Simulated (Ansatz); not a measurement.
**C (R-3m, No. 166, 2 atoms in the cell; start mp-169; another form than the element's usual one)**

Level of theory: HSE06 (PAW; Ansatz, a quantum-chemistry and plane-wave program).

Settings: plane-wave cutoff 460 eV, 12×12×12 k mesh, Fermi–Dirac smearing 0.01 eV, scalar-relativistic PAW data made under PBE.

Cell (relaxed with PBE-D3(BJ)):

```
CELL_PARAMETERS angstrom
      2.13462    -1.23244    -0.01213
      2.13462     1.23244    -0.01213
     -1.40378     0.00000     3.38786
ATOMIC_POSITIONS crystal
  C  0.83337 0.83337 0.00011
  C  0.16663 0.16663 0.99989
```

```json
{
  "band_gap": "0.74 eV (on the SCF k mesh) (direct)",
  "Γ–Γ gap": "8.54 eV"
}
```

Note: cell and atoms aren't relaxed at this level (pressure -4.6 GPa).

The computed numbers hold no vibrational or temperature effects.

Computing time: around 3 core-minutes (rough).

A start named mp-… is a Materials Project structure, which need not be a measured phase.
